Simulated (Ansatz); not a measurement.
System: AlB2-type MgB₂. Method: PBE in Ansatz (plane waves, PAW).

Run with plane-wave cutoff 520 eV, 18×18×16 k mesh (along the axes of the cell as run), Fermi–Dirac smearing 0.05 eV, scalar-relativistic PAW data made under PBE.

Starting structure:

```xyz
3
Lattice="3.0900 0.0000 0.0000 -1.5450 2.6760 0.0000 0.0000 0.0000 3.5200" Properties=species:S:1:pos:R:3 pbc="T T T"
Mg     0.0000     0.0000     0.0000
B      1.5450     0.8920     1.7600
B      0.0000     1.7840     1.7600
```

Into what structure does the relaxation of cell and atoms lead at this level, with the symmetry of the start kept?

The volume shrinks by 0.8 %; final space group P6/mmm.
```xyz
3
Lattice="3.0745 0.0000 0.0000 -1.5373 2.6626 0.0000 0.0000 0.0000 3.5265" Properties=species:S:1:pos:R:3 pbc="T T T"
Mg     0.0000     0.0000     0.0000
B      1.5373     0.8875     1.7632
B      0.0000     1.7751     1.7632
```

Ansatz is a quantum-chemistry and plane-wave program.
